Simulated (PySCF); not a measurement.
PySCF 2.14.0, PBE/def2-svp, df: Si(F)(Cl) (F[Si]Cl), 3 atoms. The geometry is a generated start, not checked to be a minimum at this level.

```yaml
task: energy
method: pbe
basis: def2-svp
two_electron_scheme: density fitting
mol.max_memory: 3000 MB
mf.max_cycle: 100
mf.init_guess: minao (default)
mf.DIIS: CDIIS (default)
mf.diis_space: 8 (default)
mf.conv_tol: 1e-09 (default)
mf.grids.level: 3 (default)
basis_functions: 50
grid_points: 52328
```

```xyz
3

Si     0.1616     0.0212     0.7981
F      0.7533     1.0875    -0.2853
Cl    -0.9148    -1.1087    -0.5127
```

One run each on 2 threads, 1 BLAS thread. Values of level_shift (Hartree) tried: 0 (default), 0.1, 0.3, 1.

### Question
Which value of level_shift (Hartree) needs the fewest Fock builds, and what happens away from it?

### Answer
Fewest Fock builds, within one of each other: 0 (default) with 12, 0.1 with 12. The count rises to 38 at 1. All converge to one solution.

```json
[
 {"level_shift (Hartree)": "0 (default)", "Fock builds": "12", "end": "same solution"},
 {"level_shift (Hartree)": "0.1", "Fock builds": "12", "end": "same solution"},
 {"level_shift (Hartree)": "0.3", "Fock builds": "17", "end": "same solution"},
 {"level_shift (Hartree)": "1", "Fock builds": "38", "end": "same solution"}
]
```
